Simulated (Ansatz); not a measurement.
Consider MoTe₂ (space group P6_3/mmc, No. 194; layered, stacked along the Cartesian z axis).

```
CELL_PARAMETERS angstrom
      3.43402     0.00000     0.00000
     -1.71701     2.97395     0.00000
      0.00000     0.00000    13.32941
ATOMIC_POSITIONS crystal
  Te 0.66667 0.33333 0.38621
  Te 0.33333 0.66667 0.88621
  Te 0.33333 0.66667 0.61379
  Te 0.66667 0.33333 0.11379
  Mo 0.66667 0.33333 0.75000
  Mo 0.33333 0.66667 0.25000
```

The values are results of plane-wave PAW DFT at the PBEsol-D3(BJ) level (Ansatz, an electronic-structure program, 420 eV), no SOC, not measurements.

Strains are applied to the cell and any free atomic positions relax.

One change was made to it. Results:

The band gap goes up by 0.07 eV to 0.40 eV; the energy goes up by 1.4 meV/atom; the smallest direct gap increases by 0.08 eV (0.79 eV → 0.87 eV); the pressure (mean of the normal stresses, compression positive) goes from zero to -1.12 GPa.

Q: Which change produced these results?
A. isotropic strain +1.80 %
B. isotropic strain +1.20 %
C. isotropic strain +0.60 %
D. isotropic strain +2.40 %

A: C, isotropic strain +0.60 %. For comparison, the band gap in the other runs: isotropic strain +1.20 % gives 0.46 eV; isotropic strain +2.40 % gives 0.56 eV; isotropic strain +1.80 % gives 0.52 eV.

Spin-orbit coupling, missing from the scalar runs, can matter with Te. No phonon test of stability was made.
